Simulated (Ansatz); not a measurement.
Abridged Ansatz (a first-principles code) output:

```
Relaxation: its limit of steps is 50 (relax.max_steps)
Pseudopotential: Sn, paw, valence charge 14
Crystal: 2 atoms, lattice volume = 68.332 Å³
Basis set: ecut = 420 eV, 1363 PW (Γ), exchange–correlation on 64×64×64 points (8 copies of the dense FFT grid, shifted against one another)
Bands: 18, of which v1, the nominal top of the filled ones, is band 14 counted from 1 (13 counted from 0)
Symmetry: 48 space group operations
k-points: 120 of 3375
Functional: x = pbe(κ = 0.804, μ = 0.2195149727645171), c = pbe(β = 0.06672455060314922)
SCF iter   1: F=—  HF=-12048.378180 eV  |F-HF|=—  |Δ(HF+E_count)|=         —  Δρ=7.09e-4  dr2=4.97e-4  ethr=1.77e-3  ⟨swp⟩=5.9  Hψ=11318  notcnv=0
SCF iter   2: F=—  HF=-12048.377134 eV  |F-HF|=—  |Δ(HF+E_count)|=   1.05e-3  Δρ=5.44e-4  dr2=4.31e-4  ethr=1.77e-6  ⟨swp⟩=2.0  Hψ=4824  notcnv=0
SCF 1 converged in 8 iterations: F = -12048.377387 eV  dr2 = 1.08e-10
relax step   1: F+E_penalty+E_count = -12048.37738676 eV  Δ(F+E_penalty+E_count) = +0.000e0 eV  max|allowed force component| = 4.626e-18 eV/Å  Δτ_max = 0.0000 Å  (8 SCF iters, accepted)
SCF converged after 8 iterations
Free energy (F): -12048.377387 eV
Internal energy: -12048.373253 eV  (E = F + TS)
E sigma→0 (E₀):  -12048.375320 eV
Entropy (-TS):   -0.004134 eV (-2.067 meV/atom)
Fermi energy:    7.896526 eV
--- Forces (eV/Å), atoms counted from 1 ---
  atom   1  Sn    -0.00000000    -0.00000000     0.00000000
  atom   2  Sn    -0.00000000    -0.00000000     0.00000000
--- Stress (GPa, compression-positive) ---
        3.254780       0.000000      -0.000000
        0.000000       3.254780      -0.000000
       -0.000000      -0.000000       3.254780
  P = ⅓ Tr σ = 3.2548 GPa (32.548 kbar)
--- Relaxed structure (1 steps of the walk, 1 accepted, 0 SCFs on fresh bases) ---
  atoms:
    - { symbol: Sn, position: [0.0, 0.0, 0.0] }
    - { symbol: Sn, position: [0.24999999999999997, 0.24999999999999997, 0.24999999999999997] }
```

Question: What was computed, and what are the main results?

Answer: Sn, 2 atoms in the cell, with PBE in Ansatz (plane waves to 420 eV, PAW, scalar-relativistic without spin-orbit coupling). The last SCF converged to F = -12048.377387 eV, or -6024.1887 eV per atom, at a pressure of 3.25 GPa. The total energy compares only with runs of the same code, potentials and settings.

The cells carry an imposed strain or load. No phonon test of stability was made. The cell was made from Sn in the diamond structure (space group Fd-3m, No. 227) by this change: isotropic strain −2.50 %.

Keys are those of Ansatz 0.2.
